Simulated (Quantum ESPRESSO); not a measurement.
Quantum ESPRESSO run on CoSi₂ (Fm-3m, 3 atoms in the cell): self-consistent single point.

Method of the run: PBE, PSlibrary ultrasoft (PBE) pseudopotentials (plane waves; Quantum ESPRESSO 7.5).

```xyz
3
Lattice="-2.7138 0.0000 2.7138 0.0000 2.7138 2.7138 -2.7138 2.7138 0.0000" Properties=species:S:1:pos:R:3 pbc="T T T"
Co     0.0000     0.0000     0.0000
Si    -4.0707     4.0707     4.0707
Si    -1.3569     1.3569     1.3569
```

Reference input (self-consistent single point, DFT, PBE, plane waves, PSlibrary ultrasoft (PBE) pseudopotentials): ecutwfc = 50 Ry; ecutrho = 300 Ry; occupations = smearing; smearing = marzari-vanderbilt; degauss = 0.019992 Ry; potentials = {Co: Co.pbe-n-rrkjus_psl.1.0.0.UPF, Si: Si.pbe-n-rrkjus_psl.1.0.0.UPF}; K_POINTS = automatic 7 7 7 0 0 0; conv_thr = 1e-10 Ry; mixing_beta = 0.3. This run's input differs from it in these lines:

```diff
@@ -13,4 +13,4 @@
   ntyp = 2,
-  ecutwfc = 50,
-  ecutrho = 300,
+  ecutwfc = 35,
+  ecutrho = 210,
   occupations = 'smearing',
```

Output, abridged:

```
     Self-consistent Calculation

     iteration #  1     ecut=    35.00 Ry     beta= 0.30

---- Real-time Memory Report at c_bands before calling an iterative solver
            89 MiB given to the printing process from OS
            20 MiB allocation reported by mallinfo(arena+hblkhd)
------------------

     total energy              =     -98.82470047 Ry
     estimated scf accuracy    <       0.73900896 Ry

     iteration #  2     ecut=    35.00 Ry     beta= 0.30

---- Real-time Memory Report at c_bands before calling an iterative solver
            98 MiB given to the printing process from OS
   [... lines left out ...]

---- Real-time Memory Report at c_bands before calling an iterative solver
           101 MiB given to the printing process from OS
            29 MiB allocation reported by mallinfo(arena+hblkhd)
------------------

     total energy              =     -99.07721854 Ry
     estimated scf accuracy    <          2.1E-10 Ry

     iteration # 15     ecut=    35.00 Ry     beta= 0.30

---- Real-time Memory Report at c_bands before calling an iterative solver
           101 MiB given to the printing process from OS
            29 MiB allocation reported by mallinfo(arena+hblkhd)
------------------
     End of self-consistent calculation

     the Fermi energy is    10.9100 ev

!    total energy              =     -99.07721854 Ry
     estimated scf accuracy    <          3.3E-11 Ry
     smearing contrib. (-TS)   =       0.00139060 Ry
     internal energy E=F+TS    =     -99.07860914 Ry

     convergence has been achieved in  15 iterations

     Forces acting on atoms (cartesian axes, Ry/au):

     atom    1 type  1   force =     0.00000000    0.00000000    0.00000000
   [... zero for the other atoms too ...]

     Total force =     0.000000     Total SCF correction =     0.000000

          total   stress  (Ry/bohr**3)                   (kbar)     P=      -61.71
  -0.00041949  -0.00000000  -0.00000000          -61.71       -0.00       -0.00
  -0.00000000  -0.00041949   0.00000000           -0.00      -61.71        0.00
   0.00000000   0.00000000  -0.00041949            0.00        0.00      -61.71

   JOB DONE.
```

The run converged in 15 iterations. Against the reference run the free energy rises by 18.7 meV/atom and the pressure goes from -6.54 to -6.17 GPa.

The starting cell comes from a database of computed structures (which also holds hypothetical and non-ambient phases and stackings), without a prior relaxation at this level. Its lattice was rescaled by a random factor within 2.5 % of one. Spin polarisation is off. At the lowered cutoff the pressure carries the error of an incomplete plane-wave basis.
